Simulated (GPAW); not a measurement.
**GPAW run on V (Im-3m, 1 atom in the cell): self-consistent single point**

Method of the run: PBE, GPAW PAW datasets PBE (gpaw-data 1.0.1) (plane waves; GPAW).

Input as run:

```python
from ase import Atoms
from ase.units import GPa
from gpaw import GPAW, PW

atoms = Atoms(['V'],
              cell=[[-1.506112, 1.506112, 1.506112],
                    [1.506112, -1.506112, 1.506112],
                    [1.506112, 1.506112, -1.506112]],
              scaled_positions=[[0.000000, 0.000000, 0.000000]],
              pbc=True)

calc = GPAW(mode=PW(850),
            xc='PBE',
            kpts={'size': (10, 10, 10), 'gamma': True},
            occupations={'name': 'methfessel-paxton', 'width': 0.136, 'order': 0},
            nbands=-5,
            convergence={'density': 1e-05},
            symmetry={'symmorphic': False, 'tolerance': 0.0005},
            maxiter=100,
            txt='-')

atoms.calc = calc

energy = atoms.get_potential_energy()
print('Energy (eV):', round(energy, 6))
forces = atoms.get_forces()
print('Forces (eV/Ang):')
print(forces.round(5))
stress = atoms.get_stress()
print('Stress (GPa, Voigt):', (stress / GPa).round(4))
```

Output (repeated stretches shortened):

```
Input parameters:
  convergence: {density: 1e-05}
  kpts: {gamma: True,
         size: (10, 10, 10)}
  maxiter: 100
  mode: {ecut: 850.0,
         name: pw}
  nbands: -5
  occupations: {name: methfessel-paxton,
                order: 0,
                width: 0.136}
  symmetry: {symmorphic: False,
             tolerance: 0.0005}
  xc: PBE

species:
  V:
    name: Vanadium
    Z: 23.0
    valence: 13
    core: 10
    charge: 0.0
    file: V.PBE.gz

    # Using partial waves for V as LCAO basis

Reference energy: -25820.495562  # eV

Spin-paired calculation

Convergence criteria:
 Maximum [total energy] change in last 3 cyles: 0.0005 eV / valence electron
 Maximum integral of absolute [dens]ity change: 1e-05 electrons / valence electron
 Maximum integral of absolute [eigenst]ate change: 4e-08 eV^2 / valence electron
 Maximum number of scf [iter]ations: 100

Symmetries present (total): 48
Symmetries with fractional translations: 0
1000 k-points: 10 x 10 x 10 Monkhorst-Pack grid + [1/20,1/20,1/20]
47 k-points in the irreducible part of the Brillouin zone
       k-points in crystal coordinates                weights
   0:     0.00000000    0.00000000    0.00000000          1/1000
   1:     0.10000000    0.00000000    0.00000000         12/1000
   2:     0.10000000    0.10000000   -0.10000000          6/1000
   [... 7 lines left out ...]
          ...
  46:     0.50000000    0.50000000    0.50000000          1/1000

Wave functions: Plane wave expansion
  Cutoff energy: 850.000 eV
  Number of coefficients (min, max): 758, 784
  Pulay-stress correction: 0.000000 eV/Ang^3 (de/decut=0.000000)

Occupation numbers: Methfessel-Paxton:
  width: 0.1360  # eV
  order: 0

Eigensolver

Densities:
  Coarse grid: 18*18*18 grid
  Fine grid: 36*36*36 grid
  Total Charge: 0.000000

Density mixing:
  Method: separate
  Backend: pulay
  Linear mixing parameter: 0.05
  old densities: 5
  Damping of long wavelength oscillations: 50

Hamiltonian:
  XC and Coulomb potentials evaluated on a 36*36*36 grid
  External potential:
    NoExternalPotential

XC parameters: PBE with 2 nearest neighbor stencil

Number of atoms: 1
Number of atomic orbitals: 13
Number of bands in calculation: 11
Number of valence electrons: 13
Bands to converge: occupied

Density initialized from atomic densities
  11 bands from LCAO basis set

Atomic positions and initial magnetic moments

Positions:
   0 V      0.000000    0.000000    0.000000    ( 0.0000,  0.0000,  0.0000)

Unit cell:
           periodic     x           y           z      points  spacing
  1. axis:    yes   -1.506112    1.506112    1.506112    18     0.1183
  2. axis:    yes    1.506112   -1.506112    1.506112    18     0.1183
  3. axis:    yes    1.506112    1.506112   -1.506112    18     0.1183

  Lengths:   2.608663   2.608663   2.608663
  Angles:  109.471221 109.471221 109.471221

Effective grid spacing dv^(1/3) = 0.1328

     iter     time        total  log10-change:
                         energy   eigst   dens
iter:   1 --:--:--    -8.821848
iter:   2 --:--:--    -8.789271   -0.34  -1.45
iter:   3 --:--:--    -8.852287   -0.34  -1.47
iter:   4 --:--:--    -8.553563   -1.73  -1.50
iter:   5 --:--:--    -8.549402   -2.95  -1.80
iter:   6 --:--:--    -8.512281   -1.87  -1.84
iter:   7 --:--:--    -8.515346   -2.81  -3.44
iter:   8 --:--:--    -8.512779c  -3.83  -2.63
iter:   9 --:--:--    -8.512364c  -4.16  -3.11
iter:  10 --:--:--    -8.512387c  -5.88  -3.94
iter:  11 --:--:--    -8.512363c  -6.16  -3.81
iter:  12 --:--:--    -8.512342c  -6.23  -4.07
iter:  13 --:--:--    -8.512338c  -7.16  -4.82
iter:  14 --:--:--    -8.512338c  -8.73c -5.65c

Converged after 14 iterations.

Dipole moment: (-0.000000, -0.000000, -0.000000) |e|*Ang

Energy contributions relative to reference atoms: (reference = -25820.495562)

Kinetic:         -2.615335
Potential:       +1.650146
External:        +0.000000
XC:              -7.683746
Entropy (-ST):   -0.015729
Local:           +0.144461
SIC:             +0.000000
--------------------------
Free energy:     -8.520203
Extrapolated:    -8.512338

Showing only first 2 kpts
 Kpt  Band  Eigenvalues  Occupancy
  0     4      2.78649    2.00000
  0     5      9.70797    0.00004
  0     6      9.70797    0.00004
  0     7      9.70797    0.00004

  1     4      3.17648    2.00000
  1     5      9.54603    0.01469
  1     6      9.66361    0.00025
  1     7      9.98551    0.00000

Fermi level: 9.31138

No gap
No difference between direct/indirect transitions
Energy (eV): -8.512338

Forces in eV/Ang:
  0 V     0.00000    0.00000    0.00000

Stress tensor:
     0.004967    -0.000000    -0.000000
    -0.000000     0.004967    -0.000000
    -0.000000    -0.000000     0.004967
Stress (GPa, Voigt): [ 0.7958  0.7958  0.7958 -0.     -0.     -0.    ]
```

The run converged in 14 iterations. GPAW prints stress with tension positive.

The starting cell comes from a database of computed structures (which also holds hypothetical and non-ambient phases and stackings), without a prior relaxation at this level. Its lattice was rescaled by a random factor within 2.5 % of one. Spin polarisation is off.
